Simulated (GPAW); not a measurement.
Band structure of GaN (P6_3mc, 4 atoms in the cell).

```
CELL_PARAMETERS angstrom
      3.19720     0.00000     0.00000
     -1.59860     2.76886     0.00000
      0.00000     0.00000     5.20700
ATOMIC_POSITIONS crystal
  Ga 0.66667 0.33333 0.59120
  Ga 0.33333 0.66667 0.09120
  N  0.66667 0.33333 0.96880
  N  0.33333 0.66667 0.46880
```

Method of the run: PBE, GPAW PAW datasets PBE (gpaw-data 1.0.1) (plane waves; GPAW).

Settings: mode = pw; ecut = 950 eV; xc = PBE; kpts = 6 6 4; mesh shift (steps) = 0 0 0; occupations.name = fermi-dirac; occupations.width = 0.05 eV; nbands = -6; convergence.bands = -4; symmetry.symmorphic = false; symmetry.tolerance = 0.0005; maxiter = 120; bandpath_npoints = 40.

The starting cell comes from a database of published, mostly measured structures (it also holds non-ambient and calculated ones), without a prior relaxation at this level.

Question: Predict the gap along the standard path and the places of the band edges.

Answer: The gap along the path is 1.97 eV, direct at Γ to within 0.01 eV.

Levels in eV from the top of the valence band on the SCF mesh, bands 5 to 12:
| point | 5 | 6 | 7 | 8 | 9 | 10 | 11 | 12 |
|---|---|---|---|---|---|---|---|---|
| Γ | -1.01 | -0.02 | 0.00 | 0.00 | 1.97 | 4.29 | 9.25 | 9.93 |
| M | -4.11 | -2.66 | -2.16 | -0.98 | 5.11 | 5.61 | 6.12 | 8.64 |
| K | -5.18 | -2.92 | -2.92 | -2.72 | 5.26 | 7.84 | 7.84 | 8.46 |
| A | -0.52 | -0.52 | -0.52 | -0.52 | 4.30 | 4.30 | 8.52 | 8.52 |
| L | -1.90 | -1.90 | -1.84 | -1.84 | 4.46 | 4.46 | 7.79 | 7.79 |
| H | -4.15 | -4.15 | -1.41 | -1.41 | 6.45 | 6.45 | 7.39 | 7.39 |
